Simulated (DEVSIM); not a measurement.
System: illuminated Si n-on-p cell, one wavelength, at 300 K.

Layer 1 from the left is Si, thickness (μm) 0.0510, Nd (cm⁻³) 2.4e18, τn (s) 1.7e-6, τp (s) 4.9e-5, absorption coefficient (cm⁻¹) 5800. Layer 2 from the left is Si, thickness (μm) 41.0, Na (cm⁻³) 2.8e15, τn (s) 6.4e-5, τp (s) 6.4e-5, absorption coefficient (cm⁻¹) 5800.

Left contact: ohmic, minority hole recombination velocity 300 cm/s. Right contact: ohmic, minority electron recombination velocity 200 cm/s. Voltage is applied to the left contact. Recombination: SRH at mid-gap, radiative, Auger. Light enters at the left, 1.9e17 photons cm⁻² s⁻¹, one pass, no reflection. Mobility is constant in doping.

Constants are typed, rounded textbook-type inputs, not results; the design itself was drawn at random and stands for no fabricated device. Values at 300 K.

Si: gap (eV) 1.124, affinity (eV) 4.05, permittivity 11.7, Nc (cm⁻³) 2.86e19, Nv (cm⁻³) 3.1e19, μn (cm²/Vs) 1417, μp (cm²/Vs) 470, B (cm³/s) 4.7e-15, Cn (cm⁶/s) 2.8e-31, Cp (cm⁶/s) 9.9e-32.

DEVSIM, 1D drift-diffusion, Boltzmann statistics, complete ionisation; no tunnelling, impact ionisation, image-force lowering or self-heating.

Dark forward current:

| |V| (V) | |J| (A/cm²) |
|---|---|
| 0.05 | 1.423e-10 |
| 0.10 | 5.522e-10 |
| 0.15 | 1.975e-9 |
| 0.20 | 7.972e-9 |
| 0.25 | 3.874e-8 |
| 0.30 | 2.214e-7 |
| 0.35 | 1.399e-6 |
| 0.40 | 9.295e-6 |
| 0.45 | 6.317e-5 |
| 0.50 | 0.0004330 |
| 0.55 | 0.002955 |
| 0.60 | 0.01943 |
| 0.65 | 0.1208 |
| 0.70 | 0.7511 |
| 0.75 | 4.605 |
| 0.80 | 25.96 |
| 0.85 | 126.2 |
| 0.90 | 514.9 |
| 0.95 | 1764 |
| 1.00 | 4840 |

### Question
Work out the local ideality factor n = ΔV / (kT/q · ln(J2/J1)) between the rows 0.15 and 0.20 V, 0.45 and 0.50 V, 0.95 and 1.00 V.

### Answer
kT/q = 25.85 mV. From 0.15 to 0.20 V: ln(7.972e-9/1.975e-9) = 1.395, n = 1.39. From 0.45 to 0.50 V: ln(0.0004330/6.317e-5) = 1.925, n = 1.00, near the 1 of diffusion or emission over a barrier. From 0.95 to 1.00 V: ln(4840/1764) = 1.009, n = 1.92.

### Question
What current could the absorbed light give at most, and what share is collected?

### Answer
Σ αd = 23.8, so qΦ(1 − exp(−Σ αd)) = 30.4 mA/cm². The simulated short-circuit current is 30.42 mA/cm², a share of 1.00.

### Question
Estimate the open-circuit voltage by superposition: the voltage at which the dark current equals that short-circuit current.

### Answer
Interpolating ln J in the table gives 0.612 V. The simulation gives 0.612 V, the same within the digits that matter. Superposition holds where collection doesn't change with voltage.

### Question
Estimate the fill factor from FF0 = (v − ln(v + 0.72))/(v + 1), v = qVoc/(nkT), with n from the dark curve.

### Answer
The rows about Voc, 0.60 and 0.65 V, give n = 1.06, so v = 22.4 and FF0 = 0.823. The simulation gives 0.828, the same within the digits that matter.
